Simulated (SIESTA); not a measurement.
Band structure of CoSn (P6/mmm, 6 atoms in the cell).

```
CELL_PARAMETERS angstrom
      5.24761     0.00000     0.00000
     -2.62381     4.54457     0.00000
      0.00000     0.00000     4.18885
ATOMIC_POSITIONS crystal
  Co 0.00000 0.50000 0.00000
  Co 0.50000 0.00000 0.00000
  Co 0.50000 0.50000 0.00000
  Sn 0.66667 0.33333 0.50000
  Sn 0.33333 0.66667 0.50000
  Sn 0.00000 0.00000 0.00000
```

Method: GGA PBE, numerical atomic orbitals TZP, PseudoDojo PBE standard norm-conserving potentials (rewritten from UPF to PSML) run with SIESTA.

Settings: XC.functional = GGA; XC.authors = PBE; potentials = PseudoDojo PBE standard; PAO.BasisSize = TZP; PAO.EnergyShift = 0.005 Ry; MeshCutoff = 400 Ry; kgrid.MonkhorstPack = 6 6 7; OccupationFunction = FD; ElectronicTemperature = 100 meV; MaxSCFIterations = 150; SCF.Mixer.Method = Pulay; SCF.Mixer.Weight = 0.1; SCF.Mixer.History = 6; SCF.DM.Tolerance = 1.0E-04.

The starting cell comes from a database of computed structures (which also holds hypothetical and non-ambient phases and stackings), without a prior relaxation at this level. Its lattice was rescaled by a random factor within 2.5 % of one. Spin polarisation is off. Values carry the incompleteness of an atom-centred basis.

Levels in eV from the Fermi level, bands 43 to 48:
```csv
point,43,44,45,46,47,48
Γ,-0.54,-0.53,-0.50,-0.50,0.40,0.54
M,-0.73,-0.53,-0.50,0.63,0.95,1.60
K,-1.03,-0.68,-0.27,1.00,1.27,1.27
A,-1.03,-0.59,-0.58,-0.53,-0.51,-0.51
L,-1.05,-0.79,-0.58,-0.52,-0.52,-0.22
H,-0.90,-0.90,-0.69,-0.69,-0.55,-0.21
```

Bands cross the Fermi level along this path, so the cell is metallic at this level.

Higher empty bands are left out: an atom-centred basis made for the valence describes them poorly.
